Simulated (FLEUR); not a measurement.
Band structure of ZrTi₂ (P6/mmm, 3 atoms in the cell).

```xyz
3
Lattice="4.7244 0.0000 0.0000 -2.3622 4.0915 0.0000 0.0000 0.0000 3.0034" Properties=species:S:1:pos:R:3 pbc="T T T"
Zr     0.0000     0.0000     0.0000
Ti     2.3622     1.3638     1.5017
Ti     0.0000     2.7276     1.5017
```

Method: LDA (Vosko-Wilk-Nusair), all-electron FLAPW (FLEUR), scalar-relativistic valence run with FLEUR.

Settings: Kmax = 4.3 1/bohr; GmaxXC = 12.9 1/bohr; xcFunctional = vwn; jspins = 1; l_soc = F; mode = hist; fermiSmearingEnergy = 0.00367493 Htr; mesh (inpgen div1-3) = 8 8 11; inpgen gamma flag = true; Gmax = 12.9 1/bohr; numbands = 0; maxIterBroyd = 15; imix = Anderson; alpha = 0.05.

The starting cell comes from a database of computed structures (which also holds hypothetical and non-ambient phases and stackings), without a prior relaxation at this level. Spin polarisation is off. Values depend on the basis (sphere radii, cutoffs, local orbitals), which need not be converged.

Levels in eV from the Fermi level, bands 15 to 22:
```tsv
point	15	16	17	18	19	20	21	22
Γ	-0.93	-0.93	-0.27	-0.27	-0.04	0.87	1.36	1.36
M	-2.78	-0.43	-0.39	-0.32	0.09	0.65	0.78	1.40
K	-3.09	-0.22	-0.22	-0.21	0.11	0.59	0.59	1.21
A	-2.03	-2.00	-2.00	-1.95	0.99	0.99	1.16	1.16
L	-1.48	-1.33	-0.53	-0.52	0.43	0.88	0.90	1.00
H	-1.94	-0.86	-0.86	-0.72	0.46	0.46	0.95	0.95
```
